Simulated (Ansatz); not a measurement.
Base system: TaAs (space group I4_1md, No. 109; a = 3.429 Å, c = 11.583 Å; relaxed with 0.1 eV smearing). Axes: x, y, z lie along a, b, c of the conventional cell.

Method: PBEsol in Ansatz (plane waves to 420 eV, PAW, no spin-orbit coupling), earlier PAW set.

For the base:

| Property | Result |
|---|---|
| Pressure | 0.0 GPa |
| Shortest interatomic distance | 2.594 Å |

One thing is altered: a pure shear with ε_xy = ε_yx = 0.0064, atoms relaxed at fixed cell.

Q: How does this affect the energy relative to the base?

A: The energy goes up by 1.7 meV/atom.

Q: Estimate the effect on the pressure.

A: The pressure (mean of the normal stresses, compression positive) stays 0.0 GPa.

Q: What does the calculation give for the shortest interatomic distance after the change?

A: The shortest interatomic distance shrinks by 0.004 Å to 2.590 Å.

The cells carry an imposed strain or load. Stability against distortions was not tested. All final runs are without spin polarisation.

Ansatz is a quantum-chemistry and plane-wave program.
